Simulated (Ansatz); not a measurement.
A self-consistent single point of the (110) slab of ScAl (cut from a parent of space group no. 221; 8 atoms in the cell) with Ansatz (a program for electronic structure).

Method: PBEsol, default PAW files made with PBE (plane waves; Ansatz).

```xyz
8
Lattice="3.3805 0.0000 0.0000 0.0000 4.7807 0.0000 0.0000 0.0000 21.1710" Properties=species:S:1:pos:R:3 pbc="T T T"
Sc     1.6902     2.3903     7.0000
Al     0.0000     0.0000     7.0000
Sc     1.6902     0.0000     9.3903
Al     0.0000     2.3903     9.3903
Sc     1.6902     2.3903    11.7807
Al     0.0000     0.0000    11.7807
Sc     1.6902     0.0000    14.1710
Al     0.0000     2.3903    14.1710
```

Reference input (self-consistent single point, DFT, PBEsol, plane waves, default PAW files made with PBE): basis.ecutwfc = 420 eV; kpoints.mp_grid.grid = 9 6 1; hamiltonian.xc = pbesol; hamiltonian.pseudopotentials = {kind: paw} (the program's default PAW files); scf.occupations.method = fermi_dirac; scf.occupations.width = 0.1 eV. This run's input differs from it in these lines:

Ansatz 0.2 input:
```diff
@@ -18,3 +18,3 @@
 kpoints:
-  mp_grid: { grid: [9, 6, 1] }
+  mp_grid: { grid: [16, 11, 1] }
 hamiltonian:
```

Output (repeated stretches shortened):

```
SCF iter   1: F=—  HF=-10544.472148 eV  |F-HF|=—  |Δ(HF+E_count)|=         —  Δρ=2.96e-3  dr2=4.04e-2  ethr=1.77e-3  ⟨swp⟩=7.2  Hψ=9001  notcnv=0
all-band conjugate gradients solve this SCF's bands
preconditioner: auto → LDOS
SCF iter   2: F=—  HF=-10544.469007 eV  |F-HF|=—  |Δ(HF+E_count)|=   3.14e-3  Δρ=1.31e-3  dr2=5.85e-3  ethr=7.21e-5  ⟨swp⟩=2.0  Hψ=4122  notcnv=0
   [... lines left out ...]
SCF iter   5: F=—  HF=-10544.468529 eV  |F-HF|=—  |Δ(HF+E_count)|=   1.17e-5  Δρ=8.07e-5  dr2=2.75e-5  ethr=2.60e-7  ⟨swp⟩=2.0  Hψ=3362  notcnv=0
SCF iter   6: F=—  HF=-10544.468508 eV  |F-HF|=—  |Δ(HF+E_count)|=   2.09e-5  Δρ=1.58e-5  dr2=8.66e-7  ethr=4.91e-8  ⟨swp⟩=2.9  Hψ=3858  notcnv=0
SCF iter   7: F=—  HF=-10544.468508 eV  |F-HF|=—  |Δ(HF+E_count)|=   2.83e-7  Δρ=5.26e-6  dr2=1.55e-7  ethr=1.55e-9  ⟨swp⟩=2.5  Hψ=3424  notcnv=0
SCF iter   8: F=-10544.468509 eV  HF=-10544.468509 eV  |F-HF|=2.58e-10  |Δ(HF+E_count)|=   2.71e-8  Δρ=1.25e-6  dr2=4.92e-9  ethr=1.79e-10  ⟨swp⟩=7.8  Hψ=7162  notcnv=0
SCF 1 converged in 8 iterations: F = -10544.468509 eV  dr2 = 4.92e-9
Free energy (F): -10544.468509 eV
Internal energy: -10544.259191 eV  (E = F + TS)
E sigma→0 (E₀):  -10544.363850 eV
Entropy (-TS):   -0.209318 eV (-26.165 meV/atom)
Fermi energy:    2.101771 eV
--- Forces (eV/Å), atoms counted from 1 ---
  atom   1  Sc     0.00000000    -0.00000000    -0.04048032
  atom   2  Al     0.00000000     0.00000000     0.01515911
  atom   3  Sc     0.00000000     0.00000000     0.27201218
  atom   4  Al     0.00000000    -0.00000000    -0.09192013
  atom   5  Sc     0.00000000    -0.00000000    -0.27201218
  atom   6  Al     0.00000000     0.00000000     0.09192013
  atom   7  Sc     0.00000000     0.00000000     0.04048032
  atom   8  Al     0.00000000    -0.00000000    -0.01515911
--- Stress (GPa, compression-positive) ---
       -1.360978       0.000000      -0.000000
        0.000000      -2.178120      -0.000000
       -0.000000      -0.000000      -0.116752
  P = ⅓ Tr σ = -1.2186 GPa (-12.186 kbar)
  The stress holds the Pulay correction. Without it, at fixed plane waves, as pw.x and ABINIT print it: P = -1.2333 GPa
```

The run converged in 8 iterations. Against the reference run the free energy hardly moves (within 1 meV/atom) and the largest force goes from 0.260 to 0.272 eV/Å.

The starting cell comes from a database of computed structures (which also holds hypothetical and non-ambient phases and stackings), without a prior relaxation at this level. The slab is cut from that crystal, and its faces are unrelaxed. Its lattice was rescaled by up to half a per cent.

Cost on one core of a shared machine: roughly 30 s.
